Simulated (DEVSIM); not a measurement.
System: Au/SiO2/p-Si capacitor, at 400 K.

Layer 1 from the left is SiO2, thickness (nm) 9.80. Layer 2 from the left is Si, thickness (nm) 2600, Na (cm⁻³) 4.8e16.

Metal gate on the left, work function 5.1 eV. Fixed charge at the semiconductor interface -9.6e10 cm⁻² (in units of +e); interface traps 1e12 cm⁻² eV⁻¹, uniform in energy, neutral level at 0.5 of the gap above the valence band.

The device is made up for the run: typed textbook-type constants, with dimensions and the other settings drawn at random. Values at 300 K; Nc and Nv go as T^1.5, mobilities as T to minus their exponent, the gap by Varshni's rule with the affinity fixed.

SiO2: gap (eV) 9, affinity (eV) 0.9, permittivity 3.9. Si: gap (eV) 1.124, affinity (eV) 4.05, permittivity 11.7, Nc (cm⁻³) 2.86e19, Nv (cm⁻³) 3.1e19, Varshni α (eV/K) 0.000473, Varshni β (K) 636.

Model (solved in DEVSIM): 1D Poisson equation in equilibrium, Boltzmann statistics, complete ionisation; no quantum confinement or tunnelling. Metal contacts follow the ideal Schottky-Mott rule: no Fermi-level pinning, no interface dipoles.

Problem. What does the simulation give for the flat-band voltage, the threshold voltage (band bending 2φF), the minimum of the low-frequency capacitance?

Solution. flat-band voltage 0.09 V; threshold voltage (band bending 2φF) 1.28 V; minimum of the low-frequency capacitance 0.148 μF/cm².
